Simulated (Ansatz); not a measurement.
Amorphous Ga₂₄O₃₈Si, 63 atoms at 4.85 g/cm³, one PBE-relaxed geometry, zone centre. Methods: PBE, scalar-relativistic without spin-orbit coupling (Ansatz, a quantum-chemistry and plane-wave program); r2SCAN, scalar-relativistic without spin-orbit coupling (Ansatz); HSE06, scalar-relativistic without spin-orbit coupling (Ansatz). Plane waves to 420 eV (r2SCAN 500 eV); exact exchange is cut at the cell's faces. At PBE the levels at the filled edge of the gap are localised (band-tail or defect states), and the nearest spread-out levels lie 1.9 eV apart at the zone centre. All rungs ran without spin polarisation.

It comes from a melt-quench run on a machine-learned potential (CHGNet), relaxed afterwards by DFT. O atoms were pushed apart under 1.9 Å during the dynamics, to hinder bonds among them. The hot cell started wider than the set density and was brought back towards it in steps. It is the lowest in DFT energy of 2 quenches. It is a model cell: composition and starting density were chosen by hand, and all elements were melted together. No dispersion term was used. Its density started from a set value of 4.85 and ended at 4.85 g/cm³. The simulated quench (nominally 220 K/ps over its main leg) is rapid and tends to freeze in more defects than a deposited or slowly cooled glass has. One small periodic cell is one sample of the glass; other quenches scatter about these values. The volume was held where the preparation left it and the shape relaxed, at a PBE pressure of -0.6 GPa (tension). Stress components on the final sampling reach 0.6 GPa.

The relaxation ran on the zone centre alone. At PBE the level gap is 1.44 eV on a 2×2×2 Γ-centred mesh, and the spacing at the zone centre alone 1.42 eV.

### Question
What zone-centre spacing does r2SCAN give, roughly?

### Answer
1.95 eV (+0.53 eV against PBE).

### Question
What zone-centre spacing does HSE06 give, roughly?

### Answer
3.09 eV (+1.67 eV against PBE).

The highest filled and the lowest empty state spread over these numbers of atoms (participation numbers): PBE: 2.8 and 56.0; r2SCAN: 2.8 and 55.6; HSE06: 2.9 and 55.7.
